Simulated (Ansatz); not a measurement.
A calculation on fluorite PtAl2 returned lattice constant a 5.889 Å, formation enthalpy -0.829 eV/atom.

For reference: lattice constant a 5.91 Å (measured, temperature not stated, copied from a table, unchecked, no zero-point or thermal correction; as tabulated in Crystal Structures 1, 239 (1963)).

Task: Which level of theory produced these numbers?
(A) PBE-D4 (Ansatz, a first-principles code)
(B) LDA (Ansatz)
(C) PBE0 (Ansatz)
(D) PBE (Ansatz)

Result: A, PBE-D4 (Ansatz)

The others give: PBE 5.946 Å, -0.883 eV/atom; PBE0 5.905 Å, -1.015 eV/atom; LDA 5.853 Å, -0.908 eV/atom.

Unless a cell is named, each level is at its own relaxed cell (LDA 16.71, PBE 17.52, PBE-D4 17.02, PBE0 17.16 Å³/atom).

Ansatz's density-functional and Hartree–Fock values are scalar-relativistic unless marked +SOC, with PAW data made under PBE.
